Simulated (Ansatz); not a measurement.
The starting structures come from a database of crystals and need not be the phases stable at ambient conditions.

 Where the default PAW files enter, the runs use the earlier of Ansatz's two default sets.

Here is the system:

```xyz
6
Lattice="4.2218 0.0000 0.0000 1.5721 3.9309 0.0000 0.0000 0.0000 7.4048" Properties=species:S:1:pos:R:3 pbc="T T T"
Ag     5.1495     3.5220     1.8512
Ag     0.6444     0.4089     5.5536
Ag     2.8970     1.9654     0.0000
Ag     2.8970     1.9654     3.7024
S      1.5981     1.1194     1.8512
S      4.1958     2.8115     5.5536
```

Space group of this cell: P2_1/m. The cell is taken as given; by PBEsol its mean pressure is -3.1 GPa.

The current runs along the normal of the first two printed vectors. All runs by Ansatz (an electronic-structure program), plane waves and PAW, without spin-orbit coupling; the base is PBEsol.

```csv
run,mean pressure (GPa),gap (eV),mid-gap κ (1/Å)
base,-3.1,1.10,0.197
all lengths scaled by 0.98,1.4,___,0.187
all lengths scaled by 1.02,-6.2,___,___
lda in place of pbesol,-6.0,___,___
"lengths across the current scaled by 0.98, ions clamped",-0.2,1.12,0.187
"lengths across the current scaled by 1.02, ions clamped",-5.4,1.09,0.205
"lengths along the current scaled by 0.97, ions clamped",-1.1,0.99,0.195
"lengths along the current scaled by 1.03, ions clamped",-4.7,1.20,0.198
```

Question: Some entries are withheld; supply them.

Answer: 
- all lengths scaled by 0.98, gap (eV): 1.04
- all lengths scaled by 1.02, gap (eV): 1.15
- all lengths scaled by 1.02, mid-gap κ (1/Å): 0.207
- lda in place of pbesol, gap (eV): 1.03
- lda in place of pbesol, mid-gap κ (1/Å): 0.194
